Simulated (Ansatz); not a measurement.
The parent structure is CaMnO3 in the cubic perovskite structure (space group Pm-3m, No. 221; ferromagnetic; a cell from a computed database, its experimental status unchecked).

```yaml
crystal:
  lattice:
    - [3.71858, 0.00000, 0.00000]
    - [0.00000, 3.71858, 0.00000]
    - [0.00000, 0.00000, 3.71858]
  atoms:
    - { symbol: Ca, position: [0.50000, 0.50000, 0.50000] }
    - { symbol: Mn, position: [0.00000, 0.00000, 0.00000] }
    - { symbol: O, position: [0.50000, 0.00000, 0.00000] }
    - { symbol: O, position: [0.00000, 0.50000, 0.00000] }
    - { symbol: O, position: [0.00000, 0.00000, 0.50000] }
```

Method: PBEsol in Ansatz (plane waves to 420 eV, PAW, scalar-relativistic without spin-orbit coupling).

Before the change:

| Item | Value |
|---|---|
| Magnetic state | ferromagnetic |
| Largest site moment | 2.28 μB |

It is then changed as follows: every lattice vector is shortened by 4.59 %; the atoms relax in the strained cell.

Estimate the effect on the magnetic state and largest site moment.

The magnetic state remains ferromagnetic; the largest site moment decreases by 0.30 μB to 1.98 μB.

Whether these cells are dynamically stable was not tested. No Hubbard U is applied and the magnetic state is the run's own (CaMnO3 ferromagnetic); small cells can't hold the antiferromagnetic order that many such compounds have, so gaps and moments can be off. Many cubic perovskites are stable only at high temperature; tilts and polar distortions were not tested.

Ansatz is a first-principles code.
